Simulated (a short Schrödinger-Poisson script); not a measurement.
System: MOS inversion layer, SiO2 on p-type Si(100), at 400 K.

From the gate side: 3.8 nm SiO2; 880 nm Si, acceptors 2.4e17 cm⁻³.

The device is made up for the run: typed textbook-type constants, with dimensions and the other settings drawn at random. SiO2: permittivity 3.9, conduction-band edge (eV) 3.15, gap (eV) 9, electron mass (mₑ) 0.5. Si: permittivity 11.7, conduction-band edge (eV) 0, gap (eV) 1.124, Nv at 300 K (cm⁻³) 3.1e19.

Channel valleys (confinement mass, in-plane density-of-states mass, number): Δ2 0.916, 0.19, 2; Δ4 0.19, 0.417, 4. At the gate the conduction-band edge of layer 1 lies 3.65 eV − eVg above the Fermi level of the channel; the field vanishes at the back. Gaps are held at their typed values at every temperature. Mesh 0.03 nm at interfaces.

From a short Schrödinger-Poisson script (our own, NumPy): 1D Poisson equation in equilibrium, electrons quantum, Hartree (BenDaniel-Duke, 12 states a valley, the channel's in-plane mass for all, wave functions free to enter the dielectric), parabolic valleys, classical holes, full ionisation, no traps, pinning or gate leakage.

```csv
Vg (V),electrons (cm⁻²),C (μF/cm²),Δ2 E0 (meV from the Fermi level),Δ4 E0 (meV from the Fermi level)
0.6,1.89e10,0.193,233.8,271.1
0.75,2.35e11,0.480,144.5,184.5
0.9,7.44e11,0.651,101.8,145.2
1.05,1.37e12,0.716,77.8,124.6
1.2,2.05e12,0.748,61.2,111.2
1.35,2.76e12,0.768,48.4,101.5
1.5,3.48e12,0.782,37.9,93.9
1.65,4.22e12,0.792,29.0,87.7
1.8,4.96e12,0.800,21.1,82.4
1.95,5.71e12,0.806,14.0,77.8
2.1,6.47e12,0.812,7.6,73.7
2.25,7.23e12,0.816,1.7,70.0
2.4,7.99e12,0.820,-3.9,66.6
2.55,8.76e12,0.823,-9.0,63.5
2.7,9.53e12,0.826,-14.0,60.5
2.85,1.03e13,0.828,-18.6,57.8
3,1.11e13,0.831,-23.1,55.2
```

Gate voltages with under 1e9 electrons/cm² are left out.

Task: At Vg = 3 V the lowest Δ2 subband lies at -23.1 meV from the Fermi level. How many electrons does it hold, and what share of all?

Result: The two-dimensional density of states is g m/(πħ²) = 1.59e11 cm⁻² meV⁻¹ (both spins), kT = 34.5 meV, so n = D kT ln(1 + exp(−E/kT)) = 5.93e12 cm⁻², 0.53 of the 1.11e13 cm⁻² in all.

Task: Compare the slope of the sheet density between 2.7 and 3 V with the geometric capacitance of the layers between gate and channel.

Result: q Δn/ΔV = 0.838 μF/cm²; ε0/Σ(t/ε) = 0.909 μF/cm². The ratio is 0.92: the channel acts as a further capacitance in series.
